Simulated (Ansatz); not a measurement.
The starting structures come from a database of crystals and need not be the phases stable at ambient conditions.

 Where the default PAW files enter, the runs use the earlier of Ansatz's two default sets.

Inside the gap of an insulator the Bloch states are evanescent, with a wavenumber k + iκ along the transport direction.

Input:

```yaml
crystal:
  lattice:
    - [4.95382, 0.00000, 0.00000]
    - [-1.44030, 6.54503, 0.00000]
    - [-0.72015, 3.27251, 4.41823]
  atoms:
    - { symbol: In, position: [0.00000, 0.30702, 0.38596] }
    - { symbol: In, position: [0.00000, 0.69298, 0.61404] }
    - { symbol: Ge, position: [0.40716, 0.23410, 0.00000] }
    - { symbol: Ge, position: [0.59284, 0.76590, 0.00000] }
    - { symbol: O, position: [0.78833, 0.92576, 0.66888] }
    - { symbol: O, position: [0.21167, 0.07424, 0.33112] }
    - { symbol: O, position: [0.21167, 0.40536, 0.66888] }
    - { symbol: O, position: [0.78833, 0.59464, 0.33112] }
    - { symbol: O, position: [0.50000, 0.00000, 0.00000] }
    - { symbol: O, position: [0.27347, 0.59027, 0.00000] }
    - { symbol: O, position: [0.72653, 0.40973, 0.00000] }
```

Space group of this cell: C2/m. The cell is taken as given; by r2SCAN its mean pressure is -0.8 GPa.

Transport runs along the normal of the first two printed cell vectors.

No gap correction and no spin-orbit coupling; mid-gap values are interpolated between computed energies.

Problem. State the band gap and the smallest decay constant κ at mid-gap according to r2SCAN run with Ansatz (a quantum-chemistry and plane-wave program).

Solution. Gap 2.71 eV on a 6×8×8 mesh; κ = 0.243 1/Å, at the zone centre.
